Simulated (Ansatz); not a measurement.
For GaSb (I-4m2, No. 119, 2 atoms in the cell; start mp-1224785; a measured phase of this formula has another space group), PBEsol (plane waves, PAW; Ansatz, a first-principles code) gives:

| Item | Value |
|---|---|
| lattice parameter a | 5.441 Å |
| lattice parameter c | 3.088 Å |
| cohesive energy | 3.07 eV/atom |

### Question
What does r²SCAN+rVV10 (PAW; Ansatz) give for the same quantities?

### Answer

- lattice constant a: 5.444 Å (increases by 0.1 %)
- lattice parameter c: 3.116 Å (grows by 0.9 %)
- cohesive energy: 2.86 eV/atom (shrinks by 0.21 eV/atom)

Changes are worked out from the printed values.

Unless a cell is named, each level is at its own relaxed cell (PBEsol 22.85, r²SCAN+rVV10 23.09 Å³/atom).

Levels without +SOC leave out spin–orbit coupling, which shifts energies and cells of such heavy elements.

Caveats: the relaxation could not lower the start's symmetry, so the cell can be a saddle point above a distorted one (PBEsol, r²SCAN+rVV10). Ansatz's density-functional and Hartree–Fock values are scalar-relativistic unless marked +SOC, with PAW data made under PBE.

A start named mp-… is a Materials Project structure, which need not be a measured phase.
